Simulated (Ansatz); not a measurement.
A computed series for Ca3GeO: pressure series

Consider Ca3GeO in the anti-perovskite structure (space group Pm-3m, No. 221; a = 4.670 Å).

Cell and atoms are relaxed at each pressure.

Calculations: PBEsol (Ansatz, a first-principles code), no SOC.

```csv
pressure (GPa),volume per atom (Å³/atom)
-2,21.076
0,20.373
0.3,20.278
0.7,20.155
1.5,19.921
3,19.509
5,19.026
7.5,?
10,18.033
```

Fit the third-order Birch–Murnaghan form P(V) = (3B₀/2)[(V₀/V)^(7/3) − (V₀/V)^(5/3)]·[1 + (3/4)(B₀′ − 4)((V₀/V)^(2/3) − 1)] (squares taken in P) to the rows shown and predict the withheld row.

Least squares on the printed values gives V₀ = 20.373 Å³/atom, B₀ = 63.3 GPa, B₀′ = 4.2; this predicts 18.497 Å³/atom, and the run gives 18.497 Å³/atom, in agreement.

Load acts through the strain it causes; cell and atoms are relaxed under it. Whether these cells are dynamically stable was not tested. Competing high-pressure phases were not computed. The final runs are not spin-polarised.
